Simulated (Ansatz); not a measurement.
GaSb (model structure, within 0.1 Å of Fm-3m, No. 225, 8 atoms in the cell), treated with PBEsol (plane waves, PAW; Ansatz, a program for electronic structure).

Settings: plane-wave cutoff 520 eV, 6×14×12 k mesh (along the axes of the cell as run), Fermi–Dirac smearing 0.05 eV, scalar-relativistic PAW data made under PBE.

Cell (relaxed at this level):

```
CELL_PARAMETERS angstrom
     11.40033     0.00000     0.00000
      0.00000     4.00131     0.00000
      0.00000     0.00000     4.05285
ATOMIC_POSITIONS crystal
  Ga 0.12496 0.25000 0.25008
  Ga 0.37504 0.75000 0.75008
  Ga 0.87504 0.75000 0.74992
  Ga 0.62496 0.25000 0.24992
  Sb 0.87498 0.25000 0.24994
  Sb 0.62502 0.75000 0.74994
  Sb 0.12502 0.75000 0.75006
  Sb 0.37498 0.25000 0.25006
```

**Question.** Predict the bulk modulus B0.

**Answer.** 
- bulk modulus B0: 64.7 GPa

The run finds no gap.

Note: the bulk modulus is −V dP/dV from two relaxed cells at ±2 % in volume.

Spin–orbit coupling is not included; it can open a gap where bands touch, and shift volumes and moduli.

Static lattice: no zero-point or thermal effects.

A model structure was made by putting elements into a prototype or built by hand; it is no filed structure, need not be a known phase, and can be a saddle point held by its symmetry.
